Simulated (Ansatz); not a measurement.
Band structure of FeNi3 (Pm-3m, 4 atoms in the cell).

```
FeNi3
1.0
    3.55992     0.00000     0.00000
    0.00000     3.55992     0.00000
    0.00000     0.00000     3.55992
Fe Ni
1 3
Direct
  0.00000   0.00000   0.00000
  0.00000   0.50000   0.50000
  0.50000   0.00000   0.50000
  0.50000   0.50000   0.00000
```
Moments meant for the start (each program seeds them in its own way; μB, in the order of the atoms Fe Ni Ni Ni): 4.0 2.0 2.0 2.0.

Level of theory: PBE, PAW files (plane waves; Ansatz, a first-principles code).

Settings: basis.ecutwfc = 420 eV; kpoints.mp_grid.grid = 8 8 8; hamiltonian.xc = pbe; hamiltonian.pseudopotentials = {kind: paw} (the program's default PAW files); magnetization.spin_polarized = true; scf.occupations.method = fermi_dirac; scf.occupations.width = 0.05 eV; kpoints.band_path.npoints = 8.

The starting cell comes from a database of computed structures (which also holds hypothetical and non-ambient phases and stackings), without a prior relaxation at this level. Its lattice was rescaled by a random factor within 2.5 % of one. The magnetic order is the one reached from the typed start; others were not searched systematically.

Levels in eV from the Fermi level, bands 34 to 41 of the first spin channel:
| point | 34 | 35 | 36 | 37 | 38 | 39 | 40 | 41 |
|---|---|---|---|---|---|---|---|---|
| Γ | -0.74 | -0.67 | -0.67 | -0.67 | 2.14 | 2.14 | 2.14 | 8.65 |
| X | -1.56 | -1.44 | -1.07 | -0.74 | -0.67 | 7.32 | 7.32 | 7.37 |
| M | -1.74 | -1.55 | -1.49 | 0.66 | 0.66 | 0.71 | 0.73 | 10.93 |
| R | -0.83 | -0.83 | -0.83 | -0.58 | -0.58 | -0.58 | -0.45 | 5.26 |

Bands cross the Fermi level along this path, so the cell is metallic at this level.

The net moment of the cell came out as 4.93 μB.

Keys are those of Ansatz 0.2.
